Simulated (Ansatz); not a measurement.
Band structure of AlN (F-43m, 2 atoms in the cell).

```xyz
2
Lattice="0.0000 2.1938 2.1938 2.1938 0.0000 2.1938 2.1938 2.1938 0.0000" Properties=species:S:1:pos:R:3 pbc="T T T"
Al     0.0000     0.0000     0.0000
N      3.2907     3.2907     3.2907
```

Method: PBE, PAW files (plane waves; Ansatz, a first-principles code).

Settings: basis.ecutwfc = 30.9 Ry; kpoints.mp_grid.grid = 9 9 9; hamiltonian.xc = pbe; hamiltonian.pseudopotentials = {kind: paw} (the program's default PAW files); scf.occupations.method = fermi_dirac; scf.occupations.width = 0.0037 Ry; kpoints.band_path.npoints = 8.

The starting cell comes from a database of computed structures (which also holds hypothetical and non-ambient phases and stackings), without a prior relaxation at this level. Its lattice was rescaled by a random factor within 2.5 % of one.

Question: Predict the gap along the standard path and the places of the band edges.

Answer: The gap along the path is 3.32 eV, from Γ to X; the smallest direct gap on it is 4.07 eV.

Levels in eV from the top of the valence band on the path, bands 1 to 7:
```tsv
point	1	2	3	4	5	6	7
Γ	-14.89	0.00	0.00	0.00	4.07	12.45	12.45
X	-12.26	-4.85	-1.75	-1.75	3.32	8.54	13.78
W	-12.21	-3.76	-3.38	-2.65	6.01	11.34	11.85
K	-12.28	-4.22	-3.58	-1.35	5.14	10.00	12.91
L	-12.88	-5.78	-0.48	-0.48	7.26	9.77	11.06
U	-12.28	-4.22	-3.58	-1.35	5.14	10.00	12.91
```

Keys are those of Ansatz 0.2.
